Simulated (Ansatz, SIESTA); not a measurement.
## Code comparison for HfMg₆Sb (Amm2, 8 atoms in the cell)

Self-consistent single point.

```yaml
crystal:
  lattice:
    - [5.41868, 0.00000, 0.00000]
    - [0.00000, 3.09108, 5.68682]
    - [0.00000, -3.09108, 5.68682]
  atoms:
    - { symbol: Mg, position: [0.50000, 0.66948, 0.16530] }
    - { symbol: Mg, position: [0.50000, 0.16530, 0.66948] }
    - { symbol: Mg, position: [0.00000, 0.82461, 0.33837] }
    - { symbol: Mg, position: [0.00000, 0.33837, 0.82461] }
    - { symbol: Mg, position: [0.00000, 0.33535, 0.33535] }
    - { symbol: Mg, position: [0.00000, 0.83017, 0.83017] }
    - { symbol: Hf, position: [0.50000, 0.66934, 0.66934] }
    - { symbol: Sb, position: [0.50000, 0.16736, 0.16736] }
```

Shared settings, as Ansatz (a program for electronic structure) writes them: kpoints.mp_grid.grid = 7 7 7; scf.occupations.method = fermi_dirac; scf.occupations.width = 0.1 eV. Potentials and cutoffs stand in the table.

```tsv
code	model	pressure (GPa)	largest force (eV/Å)	cutoff
SIESTA	GGA PBEsol, numerical atomic orbitals DZP, PseudoDojo PBEsol standard norm-conserving potentials (rewritten from UPF to PSML)	-3.50	0.142	grid 350 Ry
Ansatz	PBEsol, PAW files made with PBE	-3.81	0.114	default
```

Size of the force on each atom (eV/Å): Sizes of forces hide their directions.

```
code      Mg1    Mg2    Mg3    Mg4    Mg5    Mg6    Hf7    Sb8
------  -----  -----  -----  -----  -----  -----  -----  -----
SIESTA  0.054  0.054  0.032  0.032  0.116  0.142  0.018  0.117
Ansatz  0.032  0.032  0.070  0.070  0.040  0.114  0.018  0.045
```

On Ansatz's run: spin-orbit coupling is off.

The spread over the programs that give each value: pressure within 0.31 GPa; largest force within 0.028 eV/Å.

SIESTA uses small atom-centred bases, whose incompleteness enters pressures, forces and empty levels differently from a plane-wave cutoff. Ansatz's pressure is given at a fixed set of plane waves, as the other plane-wave codes print theirs.

On the base mesh (3 3 3) the same programs gave: Ansatz pressure -3.75 GPa; SIESTA pressure -3.42 GPa.

The starting cell comes from a database of computed structures (which also holds hypothetical and non-ambient phases and stackings), without a prior relaxation at this level. Its lattice was rescaled by a random factor within 2.5 % of one.

Left out of this page: CP2K (unsound by tests on forces, stress, charge or solver warnings).

Keys are those of Ansatz 0.2.
